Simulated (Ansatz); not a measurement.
LiF (Fm-3m) under hydrostatic pressure (compression positive): electron conductivity mass by PBE, rigid bands (plane waves, PAW, scalar-relativistic; Ansatz, a first-principles code). The unloaded cell, whose axes the loads refer to:

```
LiF
1.0
    0.00000     2.00394     2.00394
    2.00394     0.00000     2.00394
    2.00394     2.00394     0.00000
Li F
1 1
Direct
  0.00000   0.00000   0.00000
  0.50000   0.50000   0.50000
```

| hydrostatic pressure (compression positive) (GPa) | volume per atom (Å³) | electron conductivity mass (mₑ) |
|---|---|---|
| -3.6 | 8.51 | 0.875 |
| -2.4 | 8.34 | 0.886 |
| -1.2 | 8.19 | 0.897 |
| 0 | 8.05 | 0.907 |
| 1.2 | 7.92 | 0.918 |
| 2.4 | 7.80 | ? |
| 4.8 | 7.59 | 0.950 |
| 7.2 | 7.40 | 0.970 |

Problem. Fit a straight line to ln(electron conductivity mass) against the load over the rows given, and predict the row at 2.4 GPa.

Solution. The means are x̄ = 0.857 GPa and ȳ = -0.0897; Σ(x − x̄)(y − ȳ) = 0.8719 and Σ(x − x̄)² = 91.34, so the slope is 0.955 % per GPa, and the rows given lie within 0.13 % of the line. At 2.4 GPa the line gives 0.928 mₑ; the calculation gives 0.928 mₑ, 0.029 % from it.

Masses are for dilute carriers at 300 K, harmonic means over directions unless an axis is named. Spin-orbit coupling is left out. Stresses and pressures are the targets of the relaxation. The structure type is held at every load. Geometry: cell and atoms relaxed with PBEsol.
